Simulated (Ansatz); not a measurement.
**What uniaxial strain ε_xx = −4.81 % does to Ag2O**

The parent structure is Ag$_{2}$O (space group Pn-3m, No. 224; a = 4.7067 Å). Axes: x, y, z lie along the cube axes.

Perturbation: the cell is compressed by 4.81 % along x with no lateral relaxation; the atoms relax in the strained cell.

Computed with Ansatz (a first-principles code), PBEsol, PAW, cutoff 420 eV, scalar-relativistic without spin-orbit coupling. k-mesh 7×7×7 (Γ-centred); smearing 0.05 eV (Fermi–Dirac).

```tsv
quantity	base	changed	shift
volume per atom	17.38 Å³	16.54 Å³	-0.84 Å³
space group	Pn-3m (No. 224)	P4_2/nnm (No. 134)	–
shortest interatomic distance	2.038 Å	2.006 Å	-0.032 Å
energy relative to the base (free energy F)	0 meV/atom	+12 meV/atom	+12 meV/atom
pressure (mean of the normal stresses, compression positive)	0.0 GPa	4.8 GPa	+4.8 GPa
band gap	zero	zero	–
stress (xx, yy, zz, yz, xz, xy; compression positive) (rough)	–	(4.7, 4.9, 4.9, 0.0, 0.0, 0.0) GPa	–
```

Cost of the whole job for the changed cell (relaxation, final SCF and bands): about 40 core-seconds (a rough figure).

Without a gap, meshes like the base's 7×7×7 leave anisotropic stresses uncertain by several tenths of a GPa, and small strain energies with them. Whether these cells are dynamically stable was not tested. No Hubbard U is applied, and correlation can decide whether such a compound is a metal. All final runs are without spin polarisation. The zero or small gap of Ag2O can change with the level of theory.
